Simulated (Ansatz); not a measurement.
# Relaxed reversal path of wurtzite ZnS

Climbing-image nudged elastic band at fixed cell from the polar structure to its inverse, PBE density-functional theory in Ansatz (plane waves, PAW). P counts from the mean of the two ends. Another polymorph of this substance is known too; which is more stable was not tested here.

```
image  s (Å)  E (meV/atom)  P (μC/cm²)
-----  -----  ------------  ----------
0       0.00           0.0        62.2
1       0.28          61.4        44.4
2       0.57         142.9        26.0
3       0.85         163.8         9.8
4       1.13         152.8        -2.5
5       1.41         164.7       -12.5
6       1.68         135.1       -28.2
7       1.94          55.4       -45.6
8       2.21           0.0       -62.2
```

The cell is clamped and the switching is periodic in it; domain walls, strain relief and fields are absent. Other reversal paths can lie lower, and the path does not show that the crystal can be switched.

Ansatz is a program for electronic structure.
